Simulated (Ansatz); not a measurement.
Cl on the 1x1 (111) surface of fcc Pd, one in a 2x2 cell, started at the site 'hollow Pd-Pd-Pd over Pd at depth 2.3 Å'

Level of theory: PBE (plane waves to 420 eV, PAW; Ansatz, a first-principles code).

Model: 17-atom slab, 6.8 Å thick at the start under the adsorbate (thin: gaps and levels are the slab's own), 6x6x1 mesh, Fermi-Dirac 0.1 eV, dipole correction, 8 atoms held, the rest relaxed; held to the start's symmetry, so lower structures may exist; no spin, no spin-orbit, no U, no dispersion correction. At the end it is bonded to 3 Pd. In PBE this state lies 0.09 eV over the lowest of the starts that converged ('bridge Pd-Pd (span 2.8 Å)').

| Quantity | Result |
|---|---|
| adsorption energy against ½ Cl2(g) | -1.56 eV |
| work function of the top face | 5.48 eV |
| change of the work function | 0.24 eV |
| change of the step from the bottom to the top vacuum level, against the clean slab | 0.27 eV |
| energy released by relaxation | 0.022 eV |
| height of the binding atom over the mean of the host atoms within 0.3 Å of the top one | 1.863 Å |
| nearest host atoms of the binding atom | Pd at 2.46 Å, Pd at 2.46 Å, Pd at 2.46 Å |
| largest move of a host atom | 0.05 Å |
| cost | roughly 3 core-minutes |

A negative adsorption energy means that the adsorbate is more stable on the surface than in its reference.
